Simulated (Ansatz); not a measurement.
TaC under load (space group Fm-3m), PBEsol, DFPT electron-phonon coupling, linearised Boltzmann equation (Ansatz, an electronic-structure program). Condition of this run: hydrostatic pressure -4 GPa (the target of the relaxation). Phonon-limited resistivity 16.1 μΩ·cm at 300 K, 22.6 μΩ·cm at 400 K, current-weighted mean free path 4.5 nm, Drude plasma energy 8.24 eV.

What temperature coefficient of resistance follows, and how does it compare with 1/T?

(ρ₄₀₀ − ρ₃₀₀)/(100 K × ρ₃₀₀) = 4.04×10⁻³ K⁻¹, against 1/T = 3.33×10⁻³ K⁻¹ for a resistivity proportional to T. It lies higher because phonons are still being populated at 300 K; impurities would add a constant and lower it.

Estimate the electronic thermal conductivity at 300 K by the Wiedemann-Franz law (L₀ = 2.44×10⁻⁸ W·Ω/K²).

L₀T/ρ = 2.44×10⁻⁸ × 300/(16.1×10⁻⁸) = 45.5 W/(m·K). Inelastic scattering puts the true Lorenz number somewhat under L₀ near and below the Debye temperature.

What is the classical skin depth at 1 GHz (nonmagnetic, μ₀ = 1.257×10⁻⁶ H/m)?

δ = √(ρ/(π f μ₀)) = 6390 nm.

A metal at this level (no band gap). Only scattering by harmonic phonons is included (no impurities, grain boundaries, electron-electron scattering or thermal expansion). Spin-orbit coupling is left out, which matters with elements this heavy. The squared frequency of the phonon mode least converged on the k mesh is uncertain by about 23 %. Halving the electron mesh (32x32x32) moves the resistivity by up to 4 % at 300 K, the mean free path by up to 8 %. Smearing 0.20 eV; phonons on a 5x5x5 q mesh, which this run doesn't test.
